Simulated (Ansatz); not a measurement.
Structures of equal composition on the (0001) surface of 4H silicon carbide (Si plane on top): (√3x√3)R30° Bi adatom at H3; (√3x√3)R30° Bi adatom at T4. The slabs share one bottom face, and each structure is named by its start. These are constructed structures in small cells; real faces may alloy, dewet or reconstruct in larger ones, and not all known structures of the face are among them. Slabs of about 10 Å with all that they carry, Fermi-Dirac smearing of 0.025 eV. Bottom of the slabs: H caps. Relaxed from the named starts with such symmetry as they have, on meshes of like density; energies extrapolated to zero smearing; no spin-orbit coupling, no U. Spin-polarised runs, if any, are marked in brackets, and their order is one that fits the cell; the others ran without spin. Where a second, spin-polarised start was run, the lower counts.

Host crystal: 4H silicon carbide, with a band gap (PBE, scalar-relativistic without spin-orbit coupling).

Method: HSE06, at the PBE geometry (plane waves to 420 eV, PAW; Ansatz, a first-principles code).

Question: Rank these by energy per 1x1 cell (lowest first), as HSE06, at the PBE geometry gives it.

Answer: (√3x√3)R30° Bi adatom at T4 (0.000 eV), (√3x√3)R30° Bi adatom at H3 (0.111 eV)
